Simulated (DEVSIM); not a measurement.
System: TaN/Al2O3/SiO2/n-Si capacitor, at 250 K.

```csv
layer (left to right),material,thickness (nm),Nd (cm⁻³)
1,Al2O3,15.0,-
2,SiO2,0.840,-
3,Si,390,2.2e18
```

Metal gate on the left, work function 4.4 eV. Fixed charge at the semiconductor interface 1.8e12 cm⁻² (in units of +e); no interface traps.

Constants are typed, rounded textbook-type inputs, not results; the design itself was drawn at random and stands for no fabricated device. Values at 300 K; Nc and Nv go as T^1.5, mobilities as T to minus their exponent, the gap by Varshni's rule with the affinity fixed.

```tsv
parameter	Al2O3	SiO2	Si
gap (eV)	6.8	9	1.124
affinity (eV)	1.35	0.9	4.05
permittivity	9	3.9	11.7
Nc (cm⁻³)	-	-	2.86e19
Nv (cm⁻³)	-	-	3.1e19
Varshni α (eV/K)	-	-	0.000473
Varshni β (K)	-	-	636
```

Model (solved in DEVSIM): 1D Poisson equation in equilibrium, Boltzmann statistics, complete ionisation; no quantum confinement or tunnelling. Metal contacts follow the ideal Schottky-Mott rule: no Fermi-level pinning, no interface dipoles.

Question: Tabulate band edges, carrier densities and field at -2.75 V on the gate.

Answer: Energies count from the Fermi level of the right contact; mesh points crowd at the junctions.

```
x (μm)    Ec (eV)  Ev (eV)  n (cm⁻³)  p (cm⁻³)  field (V/cm)
--------  -------  -------  --------  --------  ------------
0.000       5.800   -1.000     < 1e2     < 1e2      -1300000
0.001134    5.650   -1.150     < 1e2     < 1e2      -1300000
0.003072    5.395   -1.405     < 1e2     < 1e2      -1300000
0.006729    4.912   -1.888     < 1e2     < 1e2      -1300000
0.01178     4.246   -2.554     < 1e2     < 1e2      -1300000
0.01378     3.981   -2.819     < 1e2     < 1e2      -1300000
0.01495     3.827   -2.973     < 1e2     < 1e2      -1300000
0.01556     4.098   -4.902     < 1e2     < 1e2      -3000000
0.01642     0.825   -0.311       510    1.3e13       -720000
0.01810     0.709   -0.427    110000    5.9e10       -660000
0.02164     0.498   -0.638     2.0e9   3200000       -540000
0.03197     0.122   -1.014    7.4e16     < 1e2       -190000
0.04976     0.049   -1.087    2.2e18     < 1e2          -450
0.08352     0.049   -1.087    2.2e18     < 1e2           ≈ 0
0.1915      0.049   -1.087    2.2e18     < 1e2           ≈ 0
0.2926      0.049   -1.087    2.2e18     < 1e2           ≈ 0
0.3506      0.049   -1.087    2.2e18     < 1e2           ≈ 0
0.3783      0.049   -1.087    2.2e18     < 1e2           ≈ 0
0.3958      0.049   -1.087    2.2e18     < 1e2           ≈ 0
0.4013      0.049   -1.087    2.2e18     < 1e2           ≈ 0
0.4042      0.049   -1.087    2.2e18     < 1e2           ≈ 0
0.4058      0.049   -1.087    2.2e18     < 1e2           ≈ 0
```
